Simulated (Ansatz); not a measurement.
A relaxation of cell and atoms of MnTlCl3 (Pm-3m, 5 atoms in the cell) with Ansatz (a quantum-chemistry and plane-wave program).

Method: PBEsol, default PAW files made with PBE (plane waves; Ansatz).

The change in words: atoms on their sites; basis.ecutwfc: 420 eV → 630 eV; relax: default → cell and atoms. Reference geometry:
```xyz
5
Lattice="5.0439 0.0000 0.0000 0.0000 5.0439 0.0000 0.0000 0.0000 5.0439" Properties=species:S:1:pos:R:3 pbc="T T T"
Mn     2.5220     2.5220     2.5720
Tl     0.0000     0.0000     0.0000
Cl     0.0000     2.5220     2.5220
Cl     2.5220     0.0000     2.5220
Cl     2.5220     2.5220     0.0000
```
Moments meant for the start (each program seeds them in its own way; μB, in the order of the atoms Mn Tl Cl Cl Cl): 4.0 0.0 0.0 0.0 0.0.

Reference input (self-consistent single point, DFT, PBEsol, plane waves, default PAW files made with PBE): basis.ecutwfc = 420 eV; kpoints.mp_grid.grid = 3 3 3; hamiltonian.xc = pbesol; hamiltonian.pseudopotentials = {kind: paw} (the program's default PAW files); magnetization.spin_polarized = true; scf.occupations.method = fermi_dirac; scf.occupations.width = 0.01 eV. This run's input differs from it in these lines:

Ansatz 0.2 input:
```diff
@@ -6,3 +6,3 @@
   atoms:
-    - { symbol: Mn, position_ang: [2.521962, 2.521962, 2.571962], spin: 4.0 }
+    - { symbol: Mn, position_ang: [2.521962, 2.521962, 2.521962], spin: 4.0 }
     - { symbol: Tl, position_ang: [0.000000, 0.000000, 0.000000] }
@@ -12,3 +12,3 @@
 basis:
-  ecutwfc: 420.0
+  ecutwfc: 630.0
 kpoints:
@@ -26,2 +26,4 @@
     width: 0.01
+relax:
+  cell: {}
 output:
```

Output (repeated stretches shortened):

```
   [... SCF lines of the steps left out ...]
relax step   1: F+E_penalty+E_count = -18351.61993585 eV  Δ(F+E_penalty+E_count) = +0.000e0 eV  max|allowed force component| = 1.525e-28 eV/Å  Δτ_max = 0.0000 Å  P = -2.049 GPa  Ω = 128.323 Å³  (11 SCF iters, dr2 threshold 1.00e-7 eV, accepted)
relax step   2: F+E_penalty+E_count = -18351.66323135 eV  Δ(F+E_penalty+E_count) = -4.330e-2 eV  max|allowed force component| = 5.013e-29 eV/Å  Δτ_max = 0.0000 Å  P = -0.718 GPa  Ω = 123.418 Å³  energy of the carried Pulay correction = +1.629e-4 eV  [...]
   [... lines left out ...]
relax step   4: F+E_penalty+E_count = -18351.66842684 eV  Δ(F+E_penalty+E_count) = -5.727e-5 eV  max|allowed force component| = 3.061e-29 eV/Å  Δτ_max = 0.0000 Å  P = -0.003 GPa  Ω = 121.182 Å³  energy of the carried Pulay correction = +2.393e-4 eV  [...]
relax step   5: F+E_penalty+E_count = -18351.66822021 eV  Δ(F+E_penalty+E_count) = +2.066e-4 eV  max|allowed force component| = 5.406e-29 eV/Å  Δτ_max = 0.0000 Å  P = -0.004 GPa  Ω = 121.182 Å³  stress off target by 3.96e-3 GPa  SCF on the basis [...]
basis re-selected at this cell: Δ(F+E_penalty+E_count) = +2.066e-4 eV, ΔP = -0.001 GPa vs the last step
the relaxation is at rest under the 48 symmetry operations that the run kept from its start: a minimum is not shown …
the relaxation's final electronic state is not compared with the one that a single-point calculation of its input finds at the relaxed geometry …
Magnetization: 5.0000 μB (27.0000 up, 22.0000 down)
   [... lines left out ...]
Absolute magnetization: 5.0000 μB (∫|ρ↑−ρ↓|, with the PAW one-centre terms)
Free energy (F): -18351.668220 eV
Fermi energy:    6.586781 eV
  cell:  # Å, volume = 121.1822 Å³
   [... lines left out ...]
    - { symbol: Tl, position: [1.9727969822710193e-35, -2.2273514316088077e-36, -1.4517558438100933e-36] }
    - { symbol: Cl, position: [-5.727475109869071e-36, 0.49999999999999994, 0.49999999999999994] }
    - { symbol: Cl, position: [0.49999999999999994, -4.375154596983911e-37, 0.49999999999999994] }
    - { symbol: Cl, position: [0.49999999999999994, 0.49999999999999994, 4.3751545978404786e-37] }
```

The run converged. 

Summary of the result:
| Property | Value |
|---|---|
| Free energy E − TS (on the zero of these files) | -18351.6682 eV |
| Top of the valence band (on the code's own zero) | 5.89 eV |
| Gap on the k-point mesh | 1.38 eV |
| Pressure | 0.00 GPa |
| Size of the cell's spin moment | 5.00 μB |
| Final cell | a = b = c = 4.9486 Å, α = β = γ = 90.00° |
| Final volume per atom | 24.24 Å³ |
| Relaxation steps | 5 |

The starting cell comes from a database of computed structures (which also holds hypothetical and non-ambient phases and stackings), without a prior relaxation at this level. Its lattice was rescaled by up to half a per cent. Spin-orbit coupling is off. With one magnetic atom in the cell only a parallel order is possible. The relaxation keeps the symmetry of its start, so its end need not be a minimum. Ansatz's pressure includes its estimate of the finite-basis (Pulay) stress.

Cost on one core of a shared machine: roughly 30 s.
